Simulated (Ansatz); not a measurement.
PtTe2: thickness series

Consider PtTe$_{2}$ (space group P-3m1, No. 164; layered).

```cif
data_PtTe2
_chemical_formula_sum 'Te2 Pt1'
_space_group_name_H-M_alt 'P 1'
_space_group_IT_number 1
_cell_length_a 4.05231
_cell_length_b 4.05231
_cell_length_c 5.09639
_cell_angle_alpha 90.000
_cell_angle_beta 90.000
_cell_angle_gamma 120.000
loop_
_space_group_symop_operation_xyz
  'x, y, z'
loop_
_atom_site_label
_atom_site_type_symbol
_atom_site_fract_x
_atom_site_fract_y
_atom_site_fract_z
_atom_site_occupancy
Te1 Te 0.66667 0.33333 0.73307 1
Te2 Te 0.33333 0.66667 0.26693 1
Pt1 Pt 0.00000 0.00000 0.00000 1
```

Free-standing slabs (3 atom(s) a layer) normal to the stacking axis with 15 Å of vacuum; in-plane cell relaxed.

Level of theory: PBE-D3(BJ)/PAW in Ansatz (a program for electronic structure), no spin-orbit coupling.

**Question.** Only one of these has a band gap. Which?
(A) 2 layers
(B) 1 layer
(C) 3 layers

**Answer.** B, 1 layer. Computed: 2 layers: zero; 3 layers: zero; 1 layer: 0.66 eV

With Pt and Te present, leaving out spin-orbit coupling can change the band edges. No phonon test of stability was made. The final runs are not spin-polarised.
